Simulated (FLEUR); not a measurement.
A self-consistent single point of TaCr2 (Fd-3m, 6 atoms in the cell) with FLEUR.

Computed with LDA (Perdew-Zunger), all-electron FLAPW (FLEUR), scalar-relativistic valence in FLEUR.

The change in words: lattice scaled by 0.98. Reference geometry:
```
TaCr2
1.0
    0.00000     3.44896     3.44896
    3.44896     0.00000     3.44896
    3.44896     3.44896     0.00000
Ta Cr
2 4
Direct
  0.75000   0.75000   0.75000
  0.50000   0.50000   0.50000
  0.12500   0.12500   0.62500
  0.12500   0.62500   0.12500
  0.12500   0.12500   0.12500
  0.62500   0.12500   0.12500
```

Reference input (self-consistent single point, DFT, LDA (Perdew-Zunger), all-electron FLAPW (FLEUR), scalar-relativistic valence): Kmax = 3.8 1/bohr; GmaxXC = 15.2 1/bohr; xcFunctional = pz; jspins = 1; l_soc = F; mode = gauss; fermiSmearingEnergy = 0.00367493 Htr; mesh (inpgen div1-3) = 8 8 8; inpgen gamma flag = true; Gmax = 15.2 1/bohr; numbands = 0; maxIterBroyd = 15. This run's input differs from it in these lines:

```diff
@@ -3,5 +3,5 @@
 &input film=f /
--0.0000000000 6.5175803662 6.5175803662
-6.5175803662 -0.0000000000 6.5175803662
-6.5175803662 6.5175803662 -0.0000000000
+0.0000000000 6.3872289478 6.3872289478
+6.3872289478 0.0000000000 6.3872289478
+6.3872289478 6.3872289478 -0.0000000000
 1.0
@@ -48,5 +48,5 @@
          <bravaisMatrix>
-            <row-1>    0.0000000000000000     6.5175803661999998     6.5175803661999998</row-1>
-            <row-2>    6.5175803661999998     0.0000000000000000     6.5175803661999998</row-2>
-            <row-3>    6.5175803661999998     6.5175803661999998     0.0000000000000000</row-3>
+            <row-1>    0.0000000000000000     6.3872289477999997     6.3872289477999997</row-1>
+            <row-2>    6.3872289477999997     0.0000000000000000     6.3872289477999997</row-2>
+            <row-3>    6.3872289477999997     6.3872289477999997     0.0000000000000000</row-3>
          </bravaisMatrix>
```

Output, abridged:

```
 Iteration:     1   Distance:      37.31775311 me/bohr^3
 Iteration:     2   Distance:      28.34218218 me/bohr^3
 Iteration:     3   Distance:      12.87186005 me/bohr^3
 Iteration:     4   Distance:      14.40892154 me/bohr^3
 Iteration:     5   Distance:       8.62415521 me/bohr^3
   [... 13 lines left out ...]
 Iteration:    19   Distance:       0.00008498 me/bohr^3
 Iteration:    20   Distance:       0.00003347 me/bohr^3
 Iteration:    21   Distance:       0.00003597 me/bohr^3
 Iteration:    22   Distance:       0.00000720 me/bohr^3
 Run finished successfully
 Stop message:
   Structural relaxation: Done

[file out, last iteration]
             iter=     23
[...]
          total density-effective poten   -6.0807024506E+04
          total charge density-energy d   -8.0387915720E+02
 Updated energy parameters for spin:           1
[...]
 fermi energy and band-weighting factors:
   [... 8 lines left out ...]

[...]
FERMIE:
          first approx. to ef    (T=0)  :   0.519407 htr   (energy of the highest occ. eigenvalue)
          number of occ. states  (T=0)  :       1590
          first approx. to seigv (T=0)  : -49.293317 htr
          sum of weights of occ. states :  55.080078
          sum of semicore charge        :   0.000000 e
          fermi energy=   0.51896 har   work function= -14.12152 ev
          number of valence electrons= 110.00001
   [... lines left out ...]
          total moment                 =     0.00000
 Direct bandgap for spin            1 :    4.8266051358938356E-003  Htr
 ---->    free energy=                    -35429.3694642577 htr
   [... lines left out ...]
      extrapolation for T->0
 ---->    total electron energy=          -35429.3694642577 htr
 ***** TOTAL FORCES ON ATOMS *****
 TOTAL FORCE FOR ATOM TYPE=  1  X= -4.790   Y= -4.790   Z= -4.790
                       FX_TOT= 0.000000 FY_TOT= 0.000000 FZ_TOT= 0.000000
 TOTAL FORCE FOR ATOM TYPE=  2  X=  3.194   Y=  3.194   Z=  0.000
                       FX_TOT= 0.000000 FY_TOT= 0.000000 FZ_TOT= 0.000000
 Structural relaxation: Done
```

The run converged in 22 iterations. FLEUR gives forces in its relaxation mode, with a further iteration, so its stop message speaks of a relaxation. Against the reference run the total energy goes down by 9.9 meV/atom.

The starting cell comes from a database of computed structures (which also holds hypothetical and non-ambient phases and stackings), without a prior relaxation at this level. For this run, on top of that: lattice scaled by 0.98. Spin-orbit coupling is off. Spin polarisation is off. Values depend on the basis (sphere radii, cutoffs, local orbitals), which need not be converged. The log's line on a gap gives a spacing of levels on this mesh, which the program prints for metals too.

Cost on one core of a shared machine: roughly 2 min.
